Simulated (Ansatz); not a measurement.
Consider a periodic stack without vacuum, fluorite-type NiSi2 (0 0 1) on silicon (0 0 1), C on 1 of 2 substrate sites at each interface (film strained to the substrate, faces as cut): substrate slab Si22C2, film Ni8Si16, surface cells [[-2, 0], [-1, -1]] and [[-2, 0], [-1, -1]], film strained by +0.5 and +0.5 %, faces Si/Si and Si/Ni as cut (like faces can put a slab off its formula). Its start:

```xyz
48
Lattice="7.7357 0.0000 -0.1148 0.0000 3.8679 -0.0320 2.7719 0.0739 26.3718" Properties=species:S:1:pos:R:3 pbc="T T T"
Si     3.3315     3.4416     1.3471
Si     7.8941     3.5572     1.4664
C      1.7082     3.5108     0.4257
Si     5.9062     4.3108     0.2776
Si     5.6643     1.6376     4.0884
Si     1.8421     1.6439     4.2493
Si     3.6500     1.5476     2.7363
Si     7.6490     1.6400     2.7789
Si     3.8208     3.6169     6.9031
Si     7.6762     3.6176     6.8380
Si     1.8630     3.5943     5.5866
Si     5.7104     3.5919     5.4660
Si     5.8108     1.7104     9.5938
Si     1.9425     1.7145     9.7092
Si     3.8446     1.6975     8.2857
Si     7.7240     1.6984     8.2222
Si     4.0280     3.6348    12.3826
Si     7.7376     3.6994    12.3381
Si     1.9782     3.6597    11.0803
Si     5.8553     3.6558    10.9322
C      5.9588     1.6888    14.7194
Si     2.0465     2.0905    14.8548
Si     4.2355     1.6999    13.7227
Si     7.6318     1.7763    13.7028
Ni     2.8373     3.1820    20.5067
Ni     6.4574     3.0986    20.6025
Ni     4.6182     1.2171    17.7727
Ni     8.2808     1.3000    17.9291
Ni     2.7755     3.4451    25.7238
Ni     7.0556     3.2027    25.7564
Ni     4.7272     1.5939    23.4882
Ni     8.5603     1.1751    22.8686
Si     8.4245     3.1994    19.2035
Si     4.6585     3.1435    19.1229
Si     2.6830     1.2532    19.2263
Si     6.4231     1.1977    19.2345
Si     2.5800     0.9007    16.8115
Si     6.4181     0.6732    16.3480
Si     8.5467     3.1717    16.6242
Si     5.0317     2.6672    16.0689
Si     8.6919     3.1692    24.2016
Si     4.9300     3.4968    24.9126
Si     2.7040     1.4744    24.5275
Si     6.7864     1.3309    24.5408
Si     2.8682     1.2644    21.9499
Si     6.4893     1.2251    21.9248
Si     8.5423     3.1295    21.6497
Si     4.6366     3.3415    21.9590
```

The start was prepared with a machine-learned potential, and the result is one local minimum, with the in-plane cell held and forces under 0.04 eV/Å; the film can end far from its bulk form.

Calculation: PBE (plane waves to 420 eV, PAW; Ansatz, a first-principles code). Scalar-relativistic, without spin–orbit coupling; the runs are not spin-polarised; PBE gaps are too small against experiment. Its k-point mesh 4×7×1, Fermi–Dirac width 0.05 eV.

Predict the relaxed interface.


```
Item                                                                                                                     Result
--------------------------------------------------------------------------------  ---------------------------------------------
interface area                                                                                                          29.9 Å²
period                                                                                                                  26.23 Å
gaps between the outermost planes at the two interfaces                                                         1.30 and 0.82 Å
Si–Si contacts across the interfaces within 1.22 times the sum of covalent radii                                 7, mean 2.61 Å
Ni–Si contacts across the interfaces within 1.22 times the sum of covalent radii                                 5, mean 2.41 Å
C–Si contacts across the interfaces within 1.22 times the sum of covalent radii                                  3, mean 2.00 Å
C–Ni contacts across the interfaces within 1.22 times the sum of covalent radii                                  1, mean 1.96 Å
estimate of the barrier                                                           withheld, since the two interfaces are unlike
```
